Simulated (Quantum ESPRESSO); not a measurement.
Worked example: self-consistent single point of W2N3 (P6_3/mmc, 10 atoms in the cell) in Quantum ESPRESSO.

Method of the run: PBEsol, GBRV 1.5 ultrasoft (PBESOL) pseudopotentials (plane waves; Quantum ESPRESSO).

```xyz
10
Lattice="2.9194 0.0000 0.0000 -1.4597 2.5283 0.0000 0.0000 0.0000 15.8354" Properties=species:S:1:pos:R:3 pbc="T T T"
W      1.4597     0.8428     2.4887
W      0.0000     1.6855    13.3467
W      0.0000     1.6855    10.4064
W      1.4597     0.8428     5.4290
N      1.4597     0.8428    14.4660
N      0.0000     1.6855     1.3694
N      0.0000     1.6855     6.5483
N      1.4597     0.8428     9.2871
N      1.4597     0.8428    11.8765
N      0.0000     1.6855     3.9588
```

Reference input (self-consistent single point, DFT, PBEsol, plane waves, GBRV 1.5 ultrasoft (PBESOL) pseudopotentials): ecutwfc = 40 Ry; ecutrho = 320 Ry; occupations = smearing; smearing = mp; degauss = 0.0073499 Ry; potentials = {W: w_pbesol_v1.2.uspp.F.UPF, N: n_pbesol_v1.2.uspp.F.UPF}; K_POINTS = automatic 7 7 2 0 0 0; conv_thr = 1e-10 Ry. This run's input differs from it in these lines:

```diff
@@ -15,4 +15,4 @@
   occupations = 'smearing'
-  smearing = 'mp'
-  degauss = 0.0073499
+  smearing = 'cold'
+  degauss = 0.02205
 /
```

Log, with long lists cut:

```
     Self-consistent Calculation

     iteration #  1     ecut=    40.00 Ry     beta= 0.70

     negative rho (up, down):  2.490E-01 0.000E+00

     total energy              =    -754.51030537 Ry
     estimated scf accuracy    <       3.82503159 Ry

     iteration #  2     ecut=    40.00 Ry     beta= 0.70

     negative rho (up, down):  2.562E-01 0.000E+00

     total energy              =    -749.81303950 Ry
     estimated scf accuracy    <      60.48493827 Ry

     iteration #  3     ecut=    40.00 Ry     beta= 0.70

     negative rho (up, down):  2.580E-01 0.000E+00

     total energy              =    -756.34172320 Ry
     estimated scf accuracy    <       4.52881225 Ry

   [... 11 blocks of this kind left out ...]

     iteration # 15     ecut=    40.00 Ry     beta= 0.70

     negative rho (up, down):  2.582E-01 0.000E+00

     total energy              =    -756.87637244 Ry
     estimated scf accuracy    <          3.2E-10 Ry

     iteration # 16     ecut=    40.00 Ry     beta= 0.70

     negative rho (up, down):  2.582E-01 0.000E+00
     End of self-consistent calculation

     the Fermi energy is    14.6916 ev

!    total energy              =    -756.87637244 Ry
     estimated scf accuracy    <          3.6E-11 Ry
     smearing contrib. (-TS)   =       0.00238656 Ry
     internal energy E=F+TS    =    -756.87875900 Ry

     convergence has been achieved in  16 iterations

     negative rho (up, down):  2.582E-01 0.000E+00

     Forces acting on atoms (cartesian axes, Ry/au):

     atom    1 type  1   force =     0.00000000    0.00000000    0.00278891
     atom    2 type  1   force =     0.00000000   -0.00000000   -0.00278891
     atom    3 type  1   force =     0.00000000   -0.00000000    0.00278891
     atom    4 type  1   force =     0.00000000    0.00000000   -0.00278891
     atom    5 type  2   force =     0.00000000    0.00000000   -0.02120340
   [... lines left out ...]
     Total force =     0.042772     Total SCF correction =     0.000033
   [... lines left out ...]

     negative rho (up, down):  2.582E-01 0.000E+00
          total   stress  (Ry/bohr**3)                   (kbar)     P=     -110.26
  -0.00077699   0.00000000  -0.00000000         -114.30        0.00       -0.00
   0.00000000  -0.00077699   0.00000000            0.00     -114.30        0.00
  -0.00000000   0.00000000  -0.00069466           -0.00        0.00     -102.19

   JOB DONE.
```

The run converged in 16 iterations. Against the reference run the free energy goes up by 1.6 meV/atom, the pressure hardly changes (-10.99 to -11.03 GPa) and the largest force goes from 0.561 to 0.545 eV/Å.

The starting cell comes from a database of computed structures (which also holds hypothetical and non-ambient phases and stackings), without a prior relaxation at this level. Spin polarisation is off. With a pressure of about -11 GPa the cell is away from its equilibrium volume at this level.

Cost on one core of a shared machine: roughly 3 min.
